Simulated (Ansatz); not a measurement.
System: zinc-blende LiH (model structure). Method: r²SCAN-D4 (Ansatz, a quantum-chemistry and plane-wave program, PAW).

Numerical settings: plane-wave cutoff 500 eV, 12×12×12 k mesh, gaussian smearing 0.02 eV, scalar-relativistic PAW data made under PBE.

Cell (relaxed at this level):

```
LiH
1.0
    0.00000     2.13463     2.13463
    2.13463     0.00000     2.13463
    2.13463     2.13463     0.00000
Li H
1 1
Direct
  0.00000   0.00000   0.00000
  0.25000   0.25000   0.25000
```

Problem. Give the computed band gap.

Solution. 
- band gap = 4.74 eV (on the SCF k mesh)

Note: the relaxation could raise the start's symmetry but not lower it, so the cell can be a saddle point.

Computed values are for the static lattice.

The result took roughly 13 core-seconds.

A model structure was made by putting elements into a prototype or built by hand; it is no filed structure, need not be a known phase, and can be a saddle point held by its symmetry.
